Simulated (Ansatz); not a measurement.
The starting structures come from a database of crystals and need not be the phases stable at ambient conditions.

 Where the default PAW files enter, the runs use the earlier of Ansatz's two default sets.

Tunnelling through a barrier is set by its complex band structure: the current falls as exp(−2κd) with the smallest κ.

Given:

```
CELL_PARAMETERS angstrom
      4.05180     0.00000     0.00006
      0.00000     9.39359     0.00000
     -0.09193     0.00000    11.55786
ATOMIC_POSITIONS crystal
  As 0.12706 0.82354 0.51218
  As 0.87294 0.17646 0.48782
  As 0.37294 0.32354 0.98782
  As 0.62706 0.67646 0.01218
  As 0.62470 0.69096 0.73737
  As 0.37530 0.30904 0.26263
  As 0.87530 0.19096 0.76263
  As 0.12470 0.80904 0.23737
  S  0.95321 0.79684 0.87923
  S  0.04679 0.20316 0.12077
  S  0.54679 0.29684 0.62077
  S  0.45321 0.70316 0.37923
  S  0.49320 0.90540 0.65316
  S  0.50680 0.09460 0.34684
  S  0.00680 0.40540 0.84684
  S  0.99320 0.59460 0.15316
  S  0.49546 0.88373 0.10084
  S  0.50454 0.11627 0.89916
  S  0.00454 0.38373 0.39916
  S  0.99546 0.61627 0.60084
```

Space group of this cell: P2_1/c. The cell was relaxed by PBE-D3(BJ); by r2SCAN its mean pressure is 0.7 GPa.

Transport runs along the normal of the first two printed cell vectors.

No gap correction and no spin-orbit coupling; mid-gap values are interpolated between computed energies.

Task: Predict the band gap and the smallest decay constant κ at mid-gap from r2SCAN run with Ansatz (a quantum-chemistry and plane-wave program).

Result: Gap 1.80 eV on a 8×4×4 mesh; κ = 0.213 1/Å, at (0.500, 0.000) of the in-plane reciprocal vectors. At the zone centre, at the nearest computed energy, the slowest state has κ = 0.25 1/Å.
